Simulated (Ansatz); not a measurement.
The reference is Rh in the fcc (Cu type) structure (space group Fm-3m, No. 225; a = 3.8000 Å). Axes: x, y, z lie along the cube axes.

Structures relaxed with plane-wave PAW DFT at the r2SCAN level (Ansatz, a program for electronic structure, 500 eV), without spin-orbit coupling.

Base:

Simulated powder pattern, Cu Kα1, λ = 1.54056 Å (kinematic, ideal powder, no thermal factors, no anomalous dispersion; the 8 strongest lines at most, above 2 %, up to 2θ = 90°):

```json
[
 {"2θ (°)": "41.11", "I/Imax (%)": "100", "hkl": "(111)"},
 {"2θ (°)": "47.83", "I/Imax (%)": "48", "hkl": "(200)"},
 {"2θ (°)": "69.97", "I/Imax (%)": "29", "hkl": "(220)"},
 {"2θ (°)": "84.49", "I/Imax (%)": "35", "hkl": "(311)"},
 {"2θ (°)": "89.21", "I/Imax (%)": "11", "hkl": "(222)"}
]
```

After one change:

Simulated powder pattern, Cu Kα1, λ = 1.54056 Å (kinematic, ideal powder, no thermal factors, no anomalous dispersion; the 8 strongest lines at most, above 2 %, up to 2θ = 90°):

| 2θ (°) | I/Imax (%) |
|---|---|
| 41.54 | 100 |
| 46.70 | 18 |
| 49.15 | 30 |
| 70.13 | 20 |
| 72.05 | 9.1 |
| 83.10 | 13 |
| 86.75 | 23 |

**Question.** What was done to the base?
A) biaxial strain +3.58 %, plane normal [110], relaxed out of plane
B) uniaxial stress, 0.5 GPa compression along z
C) biaxial strain −0.82 %, plane normal [110], relaxed out of plane
D) biaxial strain −2.52 %, plane normal [001], relaxed out of plane

**Answer.** D, biaxial strain −2.52 %, plane normal [001], relaxed out of plane. Its volume per atom is 13.33 Å³ against 13.72 Å³, and its space group is I4/mmm (No. 139).

A biaxial case was relaxed in a doubled cell and then solved in the primitive one. Stability under load was not tested beyond the relaxation. The final runs are not spin-polarised. Rh lies near a magnetic instability that expansion can trigger; it was not tested.
